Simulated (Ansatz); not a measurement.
What uniaxial strain ε_zz = −3.00 % does to MgTe

Base system: MgTe in the zinc blende structure (space group F-43m, No. 216; a = 6.4393 Å). Axes: x, y, z lie along the cube axes.

It is then changed as follows: the cell is compressed by 3.00 % along z with no lateral relaxation; the atoms relax in the strained cell.

Calculations: PBEsol (Ansatz, a program for electronic structure, PAW, spin-orbit coupling left out). Settings: 9×9×9 k-points, 0.05 eV Fermi–Dirac smearing.

The volume per atom drops by 1.001 Å³ (33.38 Å³ → 32.37 Å³) and the space group becomes I-4m2 (No. 119) (base: F-43m (No. 216)). The shortest interatomic distance falls by 2.76 pm to 276.1 pm and the energy goes up by 4.2 meV/atom. The pressure (mean of the normal stresses, compression positive) increases by 1.16 GPa to 1.15 GPa and the band gap rises by 0.075 eV to 2.42 eV. The gap character remains direct at Γ and the electron mass changes from 0.16 mₑ (at Γ) to 0.17 mₑ (at Γ). The valence-band top at Γ (three highest levels, from the VBM) becomes 0.00, -0.08, -0.08 eV (base: 0.00, 0.00, 0.00 eV) and the stress (xx, yy, zz, yz, xz, xy; compression positive) amounts to (1.03, 1.03, 1.38, 0.00, 0.00, 0.00) GPa.

Final structure:

```yaml
crystal:
  lattice:
    - [0.00000, 3.21965, 3.12306]
    - [3.21965, 0.00000, 3.12306]
    - [3.21965, 3.21965, 0.00000]
  atoms:
    - { symbol: Mg, position: [0.00000, 0.00000, 0.00000] }
    - { symbol: Te, position: [0.25000, 0.25000, 0.25000] }
```

Spin-orbit coupling, missing from the scalar runs, can matter with Te. Effective masses come from finite differences of ±0.01 Å⁻¹. Whether these cells are dynamically stable was not tested. Labels are those of the standard path for the cell's own space group.
